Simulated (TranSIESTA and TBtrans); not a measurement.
Device: In chain with one bond stretched by 2.0 Å. Leads: straight In chain, spacing 2.755 Å. Geometry: as built, not relaxed. Transport runs along z; the first 4 and the last 4 of the 14 atoms are the lead cells, repeated to infinity.

```xyz
14
Lattice="9.000 0.000 0.000 0.000 9.000 0.000 0.000 0.000 40.570" Properties=species:S:1:pos:R:3 pbc="F F T"
In     4.500     4.500     0.000
In     4.500     4.500     2.755
In     4.500     4.500     5.510
In     4.500     4.500     8.265
In     4.500     4.500    11.020
In     4.500     4.500    13.775
In     4.500     4.500    16.530
In     4.500     4.500    21.285
In     4.500     4.500    24.040
In     4.500     4.500    26.795
In     4.500     4.500    29.550
In     4.500     4.500    32.305
In     4.500     4.500    35.060
In     4.500     4.500    37.815
```

Run with TranSIESTA and TBtrans (open boundaries, self-consistent; PseudoDojo norm-conserving potentials, scalar-relativistic): PAO.BasisSize DZP, PAO.EnergyShift 0.15 eV, XC.Authors PBE, Mesh.Cutoff 200 Ry, ElectronicTemperature 300 K, TS.Voltage 0.0 eV, TBT.Elecs.Eta 0.001 eV, no spin polarisation.

Energies count from the leads' Fermi level. Transmissions are for one spin of a degenerate pair. The energy step is 0.01 eV; narrower resonances are cut or missed.

| E (eV) | T |
|---|---|
| -0.20 | 0.162 |
| -0.15 | 0.203 |
| -0.10 | 0.254 |
| -0.05 | 0.294 |
| 0.00 | 0.310 |
| 0.05 | 0.309 |
| 0.10 | 0.301 |
| 0.15 | 0.291 |
| 0.20 | 0.282 |

**Question.** Give the zero-bias conductance in μS and the resistance at 300 K.

**Answer.** At the Fermi level T = 0.310. Averaged with −∂f/∂E over the full grid (kT = 25.9 meV) it is 0.303. With G0 = 2e²/h = 77.48 μS, G = 23.5 μS and R = 1/G = 42.6 kΩ.

**Question.** The eigenchannels at the Fermi level transmit 0.160, 0.0752, 0.0752. What Fano factor of the shot noise follows at low temperature and bias?

**Answer.** F = Σ τ(1 − τ)/Σ τ = 0.273/0.310 = 0.88.

The straight chain is held at its spacing; free chains may zigzag or dimerise. No spin-polarised start was tried, so a magnetic state, if there is one, is missed.
